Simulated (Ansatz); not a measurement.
Band structure of Cd₃Pt (I4/mmm, 4 atoms in the cell).

```
Cd3Pt
1.0
   -2.07600     2.07600     4.31568
    2.07600    -2.07600     4.31568
    2.07600     2.07600    -4.31568
Cd Pt
3 1
Direct
  0.75000   0.25000   0.50000
  0.25000   0.75000   0.50000
  0.50000   0.50000   0.00000
  0.00000   0.00000   0.00000
```

Computed with LDA (PW92), PAW files made with PBE (plane waves; Ansatz, a quantum-chemistry and plane-wave program).

Settings: basis.ecutwfc = 420 eV; kpoints.mp_grid.grid = 9 9 9; hamiltonian.xc = lda; hamiltonian.pseudopotentials = {kind: paw} (the program's default PAW files); scf.occupations.method = fermi_dirac; scf.occupations.width = 0.1 eV; kpoints.band_path.npoints = 8.

The starting cell comes from a database of computed structures (which also holds hypothetical and non-ambient phases and stackings), without a prior relaxation at this level. Spin-orbit coupling is off. Spin polarisation is off.

Levels in eV from the Fermi level, bands 36 to 43:
```
point     36     37     38     39     40    41    42    43
-----  -----  -----  -----  -----  -----  ----  ----  ----
Γ      -2.83  -1.98  -0.69   3.05   3.36  3.59  3.59  3.81
X      -2.71  -2.29  -2.04  -1.77  -1.25  1.10  1.33  5.81
Y      -2.74  -2.64  -2.06  -1.87  -0.86  2.39  2.65  6.00
S      -2.42  -2.38  -2.08  -2.01   2.64  3.52  4.68  5.98
Z      -2.23  -2.23  -2.02  -0.11  -0.11  3.67  4.23  7.60
S1     -2.42  -2.38  -2.08  -2.01   2.64  3.52  4.68  5.98
N      -2.51  -2.42  -2.06  -0.70   0.78  4.47  4.91  5.09
P      -2.39  -2.39  -2.04  -1.46  -1.00  2.03  2.83  2.97
Y1     -2.74  -2.64  -2.06  -1.87  -0.86  2.39  2.65  6.00
```

Bands cross the Fermi level along this path, so the cell is metallic at this level.

Keys are those of Ansatz 0.2.
